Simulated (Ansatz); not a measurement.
The reference is GeP3 (space group R-3m, No. 166; a = 7.0462 Å, c = 9.4791 Å (hexagonal axes)). Axes: x lies along a and z along c of the hexagonal cell.

Computed with Kohn–Sham DFT with the PBEsol functional, run in Ansatz (a first-principles code) with PAW and 420 eV plane waves, scalar-relativistic without spin-orbit coupling.

Before the change:

Volume per atom: 16.98 Å³

One thing is altered: uniaxial stress, 8 GPa compression along z, with the cell and atoms free to relax against it.

Question: How does this affect the volume per atom?

Answer: The volume per atom falls by 1.23 Å³, from 16.98 Å³ to 15.75 Å³.

Question: What happens to the energy relative to the base?

Answer: The energy rises by 40 meV/atom.

Without a gap, meshes like the base's 9×9×9 leave anisotropic stresses uncertain by several tenths of a GPa, and small strain energies with them. Load acts through the strain it causes; cell and atoms are relaxed under it. Stability under load was not tested beyond the relaxation. All final runs are without spin polarisation.
